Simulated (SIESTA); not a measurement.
# Relaxation of cell and atoms of Cs₂CuMoI₆ (Fm-3m, 10 atoms in the cell) at several settings

```
Cs2CuMoI6
1.0
    0.00000     5.77251     5.77251
    5.77251     0.00000     5.77251
    5.77251     5.77251     0.00000
Cs Cu Mo I
2 1 1 6
Direct
  0.75000   0.75000   0.75000
  0.25000   0.25000   0.25000
  0.50000   0.50000   0.50000
  0.00000   0.00000   0.00000
  0.75271   0.24729   0.24729
  0.24729   0.75271   0.75271
  0.24729   0.75271   0.24729
  0.75271   0.24729   0.75271
  0.24729   0.24729   0.75271
  0.75271   0.75271   0.24729
```
Moments meant for the start (each program seeds them in its own way; μB, in the order of the atoms Cs Cs Cu Mo I I I I I I): 0.0 0.0 0.0 2.0 0.0 0.0 0.0 0.0 0.0 0.0.

Base: GGA PBEsol, numerical atomic orbitals DZP, PseudoDojo PBEsol standard norm-conserving potentials (rewritten from UPF to PSML) run with SIESTA 5.4.2. Its settings: XC.functional = GGA; XC.authors = PBEsol; potentials = PseudoDojo PBEsol standard; PAO.BasisSize = DZP; PAO.EnergyShift = 0.005 Ry; MeshCutoff = 300 Ry; kgrid.MonkhorstPack = 4 4 4; OccupationFunction = MP; OccupationMPOrder = 1; ElectronicTemperature = 136 meV; Spin = polarized; MaxSCFIterations = 150; SCF.Mixer.Method = Pulay; SCF.Mixer.Weight = 0.1; SCF.Mixer.History = 6; SCF.DM.Tolerance = 1.0E-04. Starting volume 38.47 Å³ per atom.

Each line gives the change from the base single point and the result:

- MeshCutoff: 300 Ry → 180 Ry; MD.TypeOfRun: default → Broyden; MD.Steps: default → 40; MD.MaxForceTol: default → 0.02 eV/Ang; MD.VariableCell: default → true; MD.MaxStressTol: default → 0.05 GPa: pressure 0.05 GPa; largest force (vector length) 0.025 eV/Å; final cell a = b = c = 7.9791 Å, α = β = γ = 59.96°; final volume per atom 35.89 Å³; relaxation steps 8; free energy against the base single point -18.9 meV/atom.
- MD.TypeOfRun: default → Broyden; MD.Steps: default → 40; MD.MaxForceTol: default → 0.02 eV/Ang; MD.VariableCell: default → true; MD.MaxStressTol: default → 0.05 GPa: pressure -0.01 GPa; largest force (vector length) 0.013 eV/Å; final cell a = 7.977 Å, b = 7.977 Å, c = 7.977 Å, α = 59.98°, β = 59.98°, γ = 59.98°; final volume per atom 35.88 Å³; relaxation steps 15; free energy against the base single point -14.6 meV/atom.

The starting cell comes from a database of computed structures (which also holds hypothetical and non-ambient phases and stackings), without a prior relaxation at this level. With one magnetic atom in the cell only a parallel order is possible. Values carry the incompleteness of an atom-centred basis.
